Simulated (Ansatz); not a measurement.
# Cs: element substitutions

Base system: Cs in the bcc (W type) structure (space group Im-3m, No. 229; a = 6.011 Å).

Each row replaces one element on all its sites; cell and atoms are relaxed.

Level of theory: Ansatz (a first-principles code), PBEsol, PAW, cutoff 420 eV, no spin-orbit coupling.

Candidates:
(a) Cs → Sr
(b) Cs → Ba
(c) Cs → Ca

Base values:

The lattice parameter a is 601.1 pm.

### Question
Order them by lattice parameter a, highest first.

### Answer
(b) Cs → Ba (488.2 pm), (a) Cs → Sr (467.4 pm), (c) Cs → Ca (432.3 pm)

Whether these cells are dynamically stable was not tested. All final runs are without spin polarisation. This is not the structure that Sr has at room temperature and ambient pressure. This is not the structure that Ca has at room temperature and ambient pressure.
